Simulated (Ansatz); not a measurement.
Bond-angle distributions (per cent of the angles at each element, bins of 10°) of a relaxed model of amorphous Si24O49Cu2 at 2.32 g/cm³. Level of theory: PBE, scalar-relativistic without spin-orbit coupling (plane waves to 420 eV, PAW; Ansatz, an electronic-structure program).

The cell was made by melting and quenching with the CHGNet potential and then relaxed with DFT. O atoms were pushed apart under 1.9 Å during the dynamics, to hinder bonds among them. The hot cell started wider than the set density and was brought back towards it in steps. It is the lowest in DFT energy of 2 quenches. It is a model cell: composition and starting density were chosen by hand, and all elements were melted together. No dispersion term was used. Its density started from a set value of 2.34 and ended at 2.32 g/cm³. The simulated quench (nominally 320 K/ps over its main leg) is rapid and tends to freeze in more defects than a deposited or slowly cooled glass has. Values belong to this one cell and scatter from quench to quench. Volume and shape were free in the relaxation.

Bonds are counted up to Si-Si 2.60 Å, Si-O 1.92 Å, Si-Cu 2.67 Å, O-O 1.58 Å, O-Cu 2.38 Å, Cu-Cu 2.90 Å. Two cations that share two anions don't count as bonded, nor two that share one unless they lie closer than Si-Si 2.38 Å, Si-Cu 2.60 Å, Cu-Cu 2.82 Å.

```tsv
angle (°)	at Si	at O
50-60	0	0
60-70	0	0
70-80	0	0
80-90	2	4
90-100	1	6
100-110	53	4
110-120	40	8
120-130	3	11
130-140	1	26
140-150	0	23
150-160	0	13
160-170	0	4
170-180	0	2
```

They go with these counts of neighbours within the cut-offs, cation contacts included: Si mean 4.0, most often 4; O mean 2.0, most often 2.
